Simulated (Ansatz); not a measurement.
Given:

```
PtS2
1.0
    3.67323     0.00000     0.00000
    1.83661     3.18111     0.00000
    0.00000     0.00000     4.49288
Pt S
1 2
Direct
  0.00000   0.00000   0.00000
  0.66667   0.66667   0.25787
  0.33333   0.33333   0.74213
```

No spin polarisation.

Method: Ansatz (a first-principles code) PBE-D3(BJ), scalar-relativistic without spin-orbit coupling. Settings: 15×15×10 k-points, 0.05 eV Fermi–Dirac smearing.

Problem. What is the computed pressure (mean of the normal stresses, compression positive)?

Solution. -4.0 GPa.

Problem. Predict the band gap.

Solution. Zero.

Spin-orbit coupling, missing from the scalar runs, can matter with Pt. The cells carry an imposed strain or load. Stability against distortions was not tested. The final runs are not spin-polarised. The cell was made from PtS₂ in the CdI2 type structure (space group P-3m1, No. 164; layered, stacked along the Cartesian z axis) by this change: biaxial strain +2.50 %, plane normal [001], relaxed out of plane. The zero or small gap of PtS2 can change with the level of theory.
